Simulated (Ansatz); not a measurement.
We consider L1₀ (CuAu-type) FePt, described by rVV10 in Ansatz (PAW).

Settings: plane-wave cutoff 500 eV, 20×20×16 k mesh (along the axes of the cell as run), Fermi–Dirac smearing 0.1 eV, spin-polarised with parallel moments, scalar-relativistic PAW data made under PBE.

Computed at the level's own relaxed cell.

### Question
What does this level give for the equilibrium volume per atom, lattice parameter a, lattice parameter c and magnetic moment (largest site, within a sphere)?

### Answer

* **equilibrium volume per atom**: 14.32 Å³/atom
* **lattice parameter a**: 2.752 Å
* **lattice parameter c**: 3.781 Å
* **magnetic moment (largest site, within a sphere)**: 2.94 μB

Measured, for comparison: lattice constant a 2.727 Å (room temperature, no zero-point or thermal correction, P4/mmm two-atom cell, a_fct/√2; as tabulated in Sawada et al. (2023), arXiv:2212.12065); lattice parameter c 3.726 Å (room temperature, no zero-point or thermal correction, 0.1 GPa; as tabulated in Sawada et al. (2023), arXiv:2212.12065). Computed (rounded) less measured: lattice constant a +0.9 %, lattice parameter c +1.5 %.

Moments are spin moments.

Spin–orbit coupling is not included.

The computed numbers hold no vibrational or temperature effects.

Ansatz is a quantum-chemistry and plane-wave program.
